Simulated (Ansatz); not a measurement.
Results of r²SCAN-D4 in Ansatz (plane waves, PAW) for CsCl-type FeAl.

Numerical settings: plane-wave cutoff 560 eV, 18×18×18 k mesh, Fermi–Dirac smearing 0.05 eV, no spin polarisation, scalar-relativistic PAW data made under PBE.

Cell (relaxed at this level):

```cif
data_AlFe
_chemical_formula_sum 'Al1 Fe1'
_space_group_name_H-M_alt 'Pm-3m'
_space_group_IT_number 221
_space_group_name_Hall '-P 4 2 3'
_cell_length_a 2.83476
_cell_length_b 2.83476
_cell_length_c 2.83476
_cell_angle_alpha 90.000
_cell_angle_beta 90.000
_cell_angle_gamma 90.000
loop_
_atom_site_label
_atom_site_type_symbol
_atom_site_symmetry_multiplicity
_atom_site_Wyckoff_symbol
_atom_site_fract_x
_atom_site_fract_y
_atom_site_fract_z
_atom_site_occupancy
Al1 Al 1 b 0.50000 0.50000 0.50000 1
Fe1 Fe 1 a 0.00000 0.00000 0.00000 1
```

Task: Give the computed bulk modulus and pressure derivative B′ of the bulk modulus.

Result: 
* **bulk modulus**: 201 GPa
* **pressure derivative B′ of the bulk modulus**: 4.2

The run finds no gap.

Measured, for comparison: bulk modulus 152 GPa (room temperature, not corrected to a static lattice; as tabulated in Yamada et al. (2019), arXiv:1910.09660). Computed (rounded) less measured: bulk modulus +32 %.

Cost on a shared machine: very roughly 3 core-minutes.

Ansatz is a first-principles code.
